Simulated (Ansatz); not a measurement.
Input and output of a zone-centre phonon calculation for In2Ni3Se2 (R-3m, 7 atoms in the cell) (Ansatz, a program for electronic structure).

Level of theory: LDA (PW92), default PAW files made with PBE (plane waves; Ansatz).

```yaml
crystal:
  lattice:
    - [2.72363, 1.57249, 4.74104]
    - [-2.72363, 1.57249, 4.74104]
    - [0.00000, -3.14498, 4.74104]
  atoms:
    - { symbol: In, position: [0.00000, 0.00000, 0.00000] }
    - { symbol: In, position: [0.50000, 0.50000, 0.50000] }
    - { symbol: Ni, position: [0.00000, 0.00000, 0.50000] }
    - { symbol: Ni, position: [0.50000, 0.00000, 0.00000] }
    - { symbol: Ni, position: [0.00000, 0.50000, 0.00000] }
    - { symbol: Se, position: [0.28279, 0.28279, 0.28279] }
    - { symbol: Se, position: [0.71721, 0.71721, 0.71721] }
```

Reference input (self-consistent single point, DFT, LDA (PW92), plane waves, default PAW files made with PBE): basis.ecutwfc = 30.9 Ry; kpoints.mp_grid.grid = 6 6 6; hamiltonian.xc = lda; hamiltonian.pseudopotentials = {kind: paw} (the program's default PAW files); scf.occupations.method = fermi_dirac; scf.occupations.width = 0.0073 Ry. This run's input differs from it in these lines:

```diff
@@ -27,6 +27,6 @@
     width: 0.0073 Ry
-output:
-  forces: true
-  eigenvalues: true
-  stress: true
+  convergence:
+    dr2_threshold: 1.0e-03 eV
+phonons:
+  method: dfpt
```

Log, with long lists cut:

```
SCF iter   1: F=—  HF=-39003.425280 eV  |F-HF|=—  |Δ(HF+E_count)|=         —  Δρ=1.83e-2  dr2=2.33e-1  ethr=1.77e-3  ⟨swp⟩=5.8  Hψ=16630  notcnv=0  defer=83
all-band conjugate gradients solve this SCF's bands
preconditioner: auto → Kerker (q_TF=auto, 2.690 Å⁻¹)
SCF iter   2: F=—  HF=-39003.391861 eV  |F-HF|=—  |Δ(HF+E_count)|=   3.34e-2  Δρ=5.42e-3  dr2=2.35e-2  ethr=2.08e-4  ⟨swp⟩=3.0  Hψ=8479  notcnv=0  defer=204
SCF iter   3: F=—  HF=-39003.387803 eV  |F-HF|=—  |Δ(HF+E_count)|=   4.06e-3  Δρ=1.46e-3  dr2=3.26e-3  ethr=2.10e-5  ⟨swp⟩=1.0  Hψ=4412  notcnv=0  defer=204
SCF iter   4: F=—  HF=-39003.386949 eV  |F-HF|=—  |Δ(HF+E_count)|=   8.53e-4  Δρ=4.50e-4  dr2=4.22e-4  ethr=2.91e-6  ⟨swp⟩=2.1  Hψ=5656  notcnv=0  defer=204
SCF iter   5: F=—  HF=-39003.386836 eV  |F-HF|=—  |Δ(HF+E_count)|=   1.14e-4  Δρ=1.61e-4  dr2=6.64e-5  ethr=3.77e-7  ⟨swp⟩=2.5  Hψ=7710  notcnv=0  defer=204
SCF iter   6: F=-39003.386813 eV  HF=-39003.386817 eV  |F-HF|=4.60e-6  |Δ(HF+E_count)|=   1.84e-5  Δρ=4.68e-5  dr2=3.12e-6  ethr=5.93e-8  ⟨swp⟩=14.8  Hψ=47253  notcnv=0
SCF 1 converged in 6 iterations: F = -39003.386813 eV  dr2 = 3.12e-6
DFPT response loops at Γ: preconditioner auto → Kerker (q_TF=auto, 2.690 Å⁻¹) (partly filled bands, converged f_vac=0.000) …
WARN: q = [0.0000, 0.0000, 0.0000]: the response loops show signs that the electronic state is unstable, or barely stable, against a charge, spin or orbital …
Free energy (F): -39003.386813 eV
Internal energy: -39003.258198 eV  (E = F + TS)
E sigma→0 (E₀):  -39003.322505 eV
Entropy (-TS):   -0.128615 eV (-18.374 meV/atom)
Fermi energy:    12.761110 eV
   [... lines left out ...]
  ASR residual per site (eV/Å²): 2.32e-2 1.76e-2 3.56e-2 3.20e-2 3.20e-2 1.27e-2 1.27e-2
  Γ frequencies (cm⁻¹): 0.00 0.00 0.00 65.28 65.28 72.31 89.07 89.07 100.50 100.56 100.56 118.33 160.93 162.53 162.53 171.59 171.59 222.37 272.32 272.32 309.27
  non-analytic LO–TO correction: not included (Born effective charges unavailable; polar crystals: no LO–TO splitting at Γ)
```

The run converged in 6 iterations. 

Summary of the result:
```
Item                                                                                                                                             Value
--------------------------------------------------------  --------------------------------------------------------------------------------------------
Free energy E − TS (on the zero of these files)                                                                                         -39003.3868 eV
Fermi level (on the code's own zero)                                                                                                          12.76 eV
Zone-centre frequencies (cm⁻¹; negative means imaginary)  0, 0, 0, 65, 65, 72, 89, 89, 100, 101, 101, 118, 161, 163, 163, 172, 172, 222, 272, 272, 309
```

The starting cell comes from a database of computed structures (which also holds hypothetical and non-ambient phases and stackings), without a prior relaxation at this level. Its lattice was rescaled by up to half a per cent. Spin polarisation is off, so a magnetic state, if there is one, cannot be reached.

Cost on one core of a shared machine: roughly 30 min.

Keys are those of Ansatz 0.2.
